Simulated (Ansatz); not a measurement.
LuC2 (I4/mmm, No. 139; cell taken from a computed entry), treated with r²SCAN+rVV10 in Ansatz (PAW).

Run with plane-wave cutoff 560 eV, 22×22×22 k mesh, Fermi–Dirac smearing 0.05 eV, scalar-relativistic PAW data made under PBE.

Computed at the level's own relaxed cell.

### Question
Give the computed equilibrium lattice constant a and lattice parameter c.

### Answer

* **equilibrium lattice constant a**: 3.542 Å
* **lattice parameter c**: 6.010 Å

The run finds no gap.

Note: the relaxation could not lower the start's symmetry, so the cell can be a saddle point above a distorted one.

Spin–orbit coupling is not included; it can open a gap where bands touch, and shift volumes and moduli.

Static lattice: no zero-point or thermal effects.

Cost on a shared machine: very roughly 7 core-minutes.

Ansatz is a program for electronic structure.
